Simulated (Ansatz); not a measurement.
Data:

Host crystal: wurtzite ZnO, with a band gap (PBE, scalar-relativistic without spin-orbit coupling).

End structure of F on the 1x1 (10-10) surface of wurtzite ZnO (cut with top plane O + Zn), one in a 2x1 cell, started at the site 'hollow O-O-Zn-Zn-Zn':

```yaml
crystal:
  lattice:
    - [6.55898, 0.00000, 0.00000]
    - [0.00000, 5.29379, 0.00000]
    - [0.00000, 0.00000, 28.50000]
  atoms:
    - { symbol: O, position: [0.25000, 0.37743, 0.33452] }
    - { symbol: O, position: [0.75000, 0.37743, 0.33452] }
    - { symbol: Zn, position: [0.25000, 0.03125, 0.34633] }
    - { symbol: Zn, position: [0.75000, 0.03125, 0.34633] }
    - { symbol: O, position: [0.00000, 0.87215, 0.36753] }
    - { symbol: O, position: [0.50000, 0.87215, 0.36753] }
    - { symbol: Zn, position: [0.00000, 0.49479, 0.36289] }
    - { symbol: Zn, position: [0.50000, 0.49479, 0.36289] }
    - { symbol: O, position: [0.00000, 0.37176, 0.43285] }
    - { symbol: O, position: [0.50000, 0.37176, 0.43285] }
    - { symbol: Zn, position: [0.00000, 0.99599, 0.43628] }
    - { symbol: Zn, position: [0.50000, 0.99599, 0.43628] }
    - { symbol: O, position: [0.25000, 0.87015, 0.46746] }
    - { symbol: O, position: [0.75000, 0.87015, 0.46746] }
    - { symbol: Zn, position: [0.25000, 0.49048, 0.46515] }
    - { symbol: Zn, position: [0.75000, 0.49048, 0.46515] }
    - { symbol: O, position: [0.25870, 0.37237, 0.53223] }
    - { symbol: O, position: [0.74130, 0.37237, 0.53223] }
    - { symbol: Zn, position: [0.25356, 0.99441, 0.53457] }
    - { symbol: Zn, position: [0.74644, 0.99441, 0.53457] }
    - { symbol: O, position: [0.00000, 0.86810, 0.56336] }
    - { symbol: O, position: [0.50000, 0.87146, 0.56698] }
    - { symbol: Zn, position: [0.00000, 0.49308, 0.56163] }
    - { symbol: Zn, position: [0.50000, 0.49229, 0.57058] }
    - { symbol: O, position: [0.00000, 0.35134, 0.62435] }
    - { symbol: O, position: [0.50000, 0.36874, 0.63929] }
    - { symbol: Zn, position: [0.00000, 0.98393, 0.63272] }
    - { symbol: Zn, position: [0.50000, 0.98828, 0.63685] }
    - { symbol: O, position: [0.24776, 0.85449, 0.65863] }
    - { symbol: O, position: [0.75224, 0.85449, 0.65863] }
    - { symbol: Zn, position: [0.22639, 0.49300, 0.66540] }
    - { symbol: Zn, position: [0.77361, 0.49300, 0.66540] }
    - { symbol: F, position: [0.00000, 0.44686, 0.71263] }
```

Set-up: 33 atoms, 9.4 Å thick at the start under the adsorbate (thin: gaps and levels are the slab's own); mesh 3x4x1; 0.01 eV smearing; dipole correction on; single point; on the structure that PBE left under its start's symmetry; spin-polarised, ending with about 0.7 μB a cell, a value that depends on the mesh; orders that need a larger cell were not tried, no spin-orbit, no U, no dispersion correction. The slab shows no gap over 0.04 eV on its mesh. The program's check for a lower electronic state was not made. At the end it is bonded to 2 Zn. In PBE it is, or lies within 0.03 eV of, the lowest of the starts that converged; the order may differ at this level.

A negative adsorption energy means that the adsorbate is more stable on the surface than in its reference.

Task: Predict the adsorption energy against ½ F2(g) at the same level from r2SCAN, at the PBE geometry and the start's symmetry in Ansatz (a program for electronic structure).

Result: -1.64 eV

Task: Give the work function of the top face at the level r2SCAN, at the PBE geometry and the start's symmetry.

Result: 7.55 eV

Task: What is the computed change of the step from the bottom to the top vacuum level, against the clean slab (r2SCAN, at the PBE geometry and the start's symmetry)?

Result: 1.57 eV
